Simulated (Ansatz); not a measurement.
TiAl₃ (I4/mmm, No. 139) was calculated with rVV10 (Ansatz, a quantum-chemistry and plane-wave program, plane waves, PAW).

Run with plane-wave cutoff 520 eV, 20×20×20 k mesh, Fermi–Dirac smearing 0.05 eV, no spin polarisation, scalar-relativistic PAW data made under PBE.

Cell (relaxed at this level):

```xyz
4
Lattice="-1.9185 1.9185 4.3020 1.9185 -1.9185 4.3020 1.9185 1.9185 -4.3020" Properties=species:S:1:pos:R:3 pbc="T T T"
Ti     0.0000     0.0000     0.0000
Al     0.0000     0.0000     4.3020
Al     0.0000     1.9185     2.1510
Al     1.9185     0.0000     2.1510
```

Predict the bulk modulus and pressure derivative B′ of the bulk modulus.


bulk modulus: 108 GPa
pressure derivative B′ of the bulk modulus: 4.2

The run finds no gap.

Note: the bulk modulus comes from volumes at which shape and atoms were relaxed.

Cost on a shared machine: about 23 core-minutes (a rough figure).
